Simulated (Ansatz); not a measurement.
# TaAs (model structure, from the WC type, P-6m2, No. 187): properties by level of theory

| level (code) | equilibrium lattice constant a (Å) | lattice parameter c (Å) |
|---|---|---|
| PBE (Ansatz) | 3.415 | 3.482 |
| PBEsol (Ansatz) | 3.371 | 3.456 |
| PBE-D3(BJ) (Ansatz) | 3.365 | 3.468 |

Ansatz's density-functional and Hartree–Fock values are scalar-relativistic unless marked +SOC, with PAW data made under PBE.

Computed values are for the static lattice.

A model structure was made by putting elements into a prototype or built by hand; it is no filed structure, need not be a known phase, and can be a saddle point held by its symmetry.

Ansatz is a first-principles code.
